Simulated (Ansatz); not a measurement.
Consider the following.

```xyz
6
Lattice="3.6002 0.0000 0.0000 0.0000 3.6002 0.0000 0.0000 0.0000 5.3819" Properties=species:S:1:pos:R:3 pbc="T T T"
Zr     0.0000     0.0000     0.0000
Zr     1.8001     1.8001     2.6910
O      0.0000     1.8001     1.6241
O      0.0000     1.8001     4.3151
O      1.8001     0.0000     1.0669
O      1.8001     0.0000     3.7578
```

The cell is strained (lengths along the current scaled by 1.03, ions clamped); by r2SCAN it stands under a pressure of -6.4 GPa.

Transport runs along the normal of the first two printed cell vectors, the (001) (indices of the unstrained crystal) plane of the conventional cell.

No gap correction and no spin-orbit coupling; mid-gap is the computed energy nearest the middle.

Problem. Compute, with r2SCAN (Ansatz, a program for electronic structure), the band gap and the smallest decay constant κ at mid-gap.

Solution. Gap 4.54 eV on a 8×8×6 mesh; κ = 0.393 1/Å, at the zone centre.
